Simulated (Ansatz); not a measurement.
SiC: isotropic strain −0.29 %

Take SiC in the zinc blende structure (space group F-43m, No. 216; a = 4.380 Å) as the base.

The change: an isotropic linear strain of −0.29 %, atoms relaxed at fixed cell.

All numbers come from PBE/PAW in Ansatz (a quantum-chemistry and plane-wave program), scalar-relativistic without spin-orbit coupling, earlier PAW set. k-mesh 13×13×13 (Γ-centred); smearing 0.05 eV (Fermi–Dirac).

Volume per atom: 10.41 Å³ (base 10.50 Å³)
Space group: F-43m (No. 216) (base F-43m (No. 216))
Shortest interatomic distance: 1.891 Å (base 1.896 Å)
Energy relative to the base (free energy F): +0.5 meV/atom
Pressure: 1.89 GPa (base 0.00 GPa)
Band gap: 1.37 eV (base 1.37 eV)
Gap character: indirect, Γ → X (base indirect, Γ → X)
Smallest direct gap: 4.54 eV (base 4.53 eV)
Width of the top valence band: 4.67 eV (base 4.63 eV)
Electron mass: 0.68 mₑ along k, 0.23 mₑ across (at X) (base 0.68 mₑ along k, 0.23 mₑ across (at X))
Hole mass (degenerate bands, along [100]): 0.36, 0.59, 0.59 mₑ (at Γ) (base 0.36, 0.59, 0.59 mₑ (at Γ))

Final structure:

```xyz
2
Lattice="0.0000 2.1835 2.1835 2.1835 0.0000 2.1835 2.1835 2.1835 0.0000" Properties=species:S:1:pos:R:3 pbc="T T T"
C      3.2753     3.2753     3.2753
Si     0.0000     0.0000     0.0000
```

Masses are band curvatures over ±0.01 Å⁻¹ around the edge. Along k means along the line from Γ to the band edge. Stability against distortions was not tested.
